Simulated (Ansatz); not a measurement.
System: rock-salt MgO(001) slab, relaxed.

Given:

```yaml
crystal:
  lattice:
    - [3.00776, 0.00000, 0.00000]
    - [0.00000, 3.00776, 0.00000]
    - [0.00000, 0.00000, 26.50700]
  atoms:
    - { symbol: Mg, position: [0.00000, 0.00000, 0.34043] }
    - { symbol: O, position: [0.50000, 0.50000, 0.33858] }
    - { symbol: O, position: [0.00000, 0.00000, 0.41990] }
    - { symbol: Mg, position: [0.50000, 0.50000, 0.41959] }
    - { symbol: Mg, position: [0.00000, 0.00000, 0.50000] }
    - { symbol: O, position: [0.50000, 0.50000, 0.50000] }
    - { symbol: O, position: [0.00000, 0.00000, 0.58010] }
    - { symbol: Mg, position: [0.50000, 0.50000, 0.58041] }
    - { symbol: Mg, position: [0.00000, 0.00000, 0.65957] }
    - { symbol: O, position: [0.50000, 0.50000, 0.66142] }
```

Tersoff–Hamann model: the current follows the density of the states in the bias window at the tip's centre.

Mesh 18×18×1, no spin-orbit coupling, no spin polarisation; biases count from the run's Fermi level.

**Question.** Give the constant-current image of the upper face at a sample bias of -2.8 V from a Fermi level inside the gap (filled states down to 1.0 eV under the valence edge) over one cell, by PBE, Tersoff-Hamann images (Ansatz, an electronic-structure program). The set point is the mean density 3.5 Å over the top atom.

**Answer.** Corrugation 0.26 Å, highest over O10 and the sites alike, lowest over Mg9 and the sites alike. Tip height over the top atom in Å, x and y in fractions of the first two vectors:

```
y \ x   0.000  0.0909  0.182  0.273  0.364  0.455  0.545  0.636  0.727  0.818  0.909
------  -----  ------  -----  -----  -----  -----  -----  -----  -----  -----  -----
0.909    3.37    3.38   3.41   3.45   3.48   3.49   3.49   3.48   3.45   3.41   3.38
0.818    3.40    3.41   3.44   3.48   3.51   3.53   3.53   3.51   3.48   3.44   3.41
0.727    3.43    3.45   3.48   3.52   3.55   3.56   3.56   3.55   3.52   3.48   3.45
0.636    3.46    3.48   3.51   3.55   3.58   3.59   3.59   3.58   3.55   3.51   3.48
0.545    3.48    3.49   3.53   3.56   3.59   3.61   3.61   3.59   3.56   3.53   3.49
0.455    3.48    3.49   3.53   3.56   3.59   3.61   3.61   3.59   3.56   3.53   3.49
0.364    3.46    3.48   3.51   3.55   3.58   3.59   3.59   3.58   3.55   3.51   3.48
0.273    3.43    3.45   3.48   3.52   3.55   3.56   3.56   3.55   3.52   3.48   3.45
0.182    3.40    3.41   3.44   3.48   3.51   3.53   3.53   3.51   3.48   3.44   3.41
0.0909   3.37    3.38   3.41   3.45   3.48   3.49   3.49   3.48   3.45   3.41   3.38
0.000    3.35    3.37   3.40   3.43   3.46   3.48   3.48   3.46   3.43   3.40   3.37
```
